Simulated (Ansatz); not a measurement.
Consider this model of amorphous In₉Ga₉Zn₉O₃₉Sc₂.

```xyz
68
Lattice="10.2273 0.1265 0.1983 0.1265 9.1884 0.1865 0.1983 0.1865 9.1470" Properties=species:S:1:pos:R:3 pbc="T T T"
In     6.1052     2.8167     3.9832
In     1.8254     6.8748     7.4037
In     8.1666     5.4580     3.9935
In     8.1464     2.7394     6.6243
In     6.0604     6.5040     1.7890
In     9.5912     1.3915     0.6604
In     4.5460     5.8665     4.9248
In     6.8801     9.2358     8.7410
In     1.9765     1.6543     5.8736
Ga     2.9183     0.6127     8.6486
Ga     0.7339     4.6497     1.9391
Ga     2.4806     8.1544     4.5781
Ga     5.9198     2.6396     0.9190
Ga     2.3342     7.4006     1.5004
Ga     8.3419     4.1207     0.5943
Ga     9.2005     7.0648     0.6797
Ga     3.7216     4.5033     1.1975
Ga     7.3591     8.3137     5.0146
Zn     9.8128     9.1337     6.8240
Zn     9.7896     2.6509     4.0270
Zn     6.6605     6.3471     7.4243
Zn     5.1156     0.6534     5.9122
Zn     1.4868     3.5995     8.2763
Zn     2.1761     1.8124     2.4540
Zn     9.9567     8.8426     3.3896
Zn     1.5339     4.6349     5.1139
Zn     9.3487     5.8187     7.0904
O      4.3513     7.8323     4.2470
O      2.8510     0.8818     4.0707
O      8.1570     4.4195     7.9385
O      0.8649     6.1998     0.9144
O      5.8898     4.9395     3.6352
O      1.5360     8.7231     6.1625
O      5.1786     5.3213     6.8179
O      0.2165     1.4188     2.4607
O      4.8560     2.2505     2.3884
O      2.3619     3.7715     2.2966
O      8.0353     6.4301     5.8618
O      3.3269     3.9901     8.7318
O     10.3302     4.7815     3.8983
O      7.4507     7.1516     9.0739
O      2.5450     6.3519     5.4180
O      2.9240     7.9276     8.7782
O      5.6889     8.5892     1.3911
O      3.8010     6.2546     1.8434
O      9.9785     7.4973     8.0296
O      8.0664     3.3821     4.4970
O     10.2356     2.4944     5.9221
O      3.0881     3.5147     5.6764
O      9.0118     9.1547     5.0529
O      3.6967     1.2325     7.0816
O      9.2318     8.6720     1.5503
O     10.1687     3.6345     0.7903
O      5.5928     4.5001     0.8008
O      7.7377     2.5277     1.3602
O      6.4142     8.4211     6.7587
O      1.4174     7.7117     3.1230
O      2.8941     0.2834     1.3436
O      1.3163     1.5753     8.3192
O      0.9003     4.9701     7.0216
O      5.7101     1.9500     8.5540
O      6.0682     2.5646     6.0720
O      7.2909     7.2942     3.4372
O      6.0892     0.6194     4.1672
O      8.5784     1.0895     7.9408
O      8.4658     5.5632     1.7436
Sc     4.6256     0.1759     2.7498
Sc     4.5330     3.4108     7.1886
```

All values below come from PBE, scalar-relativistic without spin-orbit coupling (plane waves to 420 eV, PAW; Ansatz, a quantum-chemistry and plane-wave program).

It comes from a melt-quench run on a machine-learned potential (CHGNet), relaxed afterwards by DFT. O atoms were pushed apart under 1.9 Å during the dynamics, to hinder bonds among them. The hot cell started wider than the set density and was brought back towards it in steps. It is the lowest in DFT energy of 2 quenches. It is a model cell: composition and starting density were chosen by hand, and all elements were melted together. No dispersion term was used. Its density started from a set value of 5.73 and ended at 5.73 g/cm³. The simulated quench (nominally 320 K/ps over its main leg) is rapid and tends to freeze in more defects than a deposited or slowly cooled glass has. Values belong to this one cell and scatter from quench to quench. The volume was held where the preparation left it and the shape relaxed, at a PBE pressure of 3.2 GPa. Stress components on the final sampling reach 3.3 GPa.

Neighbours within In-In 3.12 Å, In-Ga 2.90 Å, In-Zn 2.90 Å, In-O 2.68 Å, In-Sc 3.27 Å, Ga-Ga 2.68 Å, Ga-Zn 2.68 Å, Ga-O 2.34 Å, Ga-Sc 3.05 Å, Zn-Zn 2.68 Å, Zn-O 2.34 Å, Zn-Sc 3.05 Å, O-O 1.58 Å, O-Sc 2.60 Å, Sc-Sc 3.41 Å count as bonded. Two cations that share two anions don't count as bonded, nor two that share one unless they lie closer than In-In 3.04 Å, In-Ga 2.82 Å, In-Zn 2.82 Å, In-Sc 3.18 Å, Ga-Ga 2.61 Å, Ga-Zn 2.61 Å, Ga-Sc 2.96 Å, Zn-Zn 2.61 Å, Zn-Sc 2.96 Å, Sc-Sc 3.32 Å.

**Question.** Give the coordination numbers, mean bond lengths and angles.

**Answer.** 
- Mean coordination of In by anions = 5.44 (1 with 4, 4 with 5, 3 with 6, 1 with 7)
- Mean coordination of Ga by anions = 4.44 (5 with 4, 4 with 5)
- Mean coordination of Zn by anions = 4.00 (9 with 4)
- Mean coordination of O = 3.51 (19 with 3, 20 with 4)
- Mean coordination of Sc by anions = 6.00 (2 with 6)
- Mean In-O bond = 2.197 Å (spread 0.108 Å, 49 counted)
- Mean Ga-O bond = 1.920 Å (spread 0.086 Å, 40 counted)
- Mean Zn-O bond = 2.000 Å (spread 0.073 Å, 36 counted)
- Mean O-Sc bond = 2.142 Å (spread 0.121 Å, 12 counted)
- Bond angle at In = mean 104.0°, spread 27.6°
- Bond angle at Ga = mean 107.6°, spread 20.1°
- Bond angle at Zn = mean 108.1°, spread 18.2°
- Bond angle at O = mean 111.2°, spread 16.1°
- Bond angle at Sc = mean 103.6°, spread 29.6°

**Question.** List the pairs of like atoms that count as bonded by the rules above.

**Answer.** There are none by these rules.
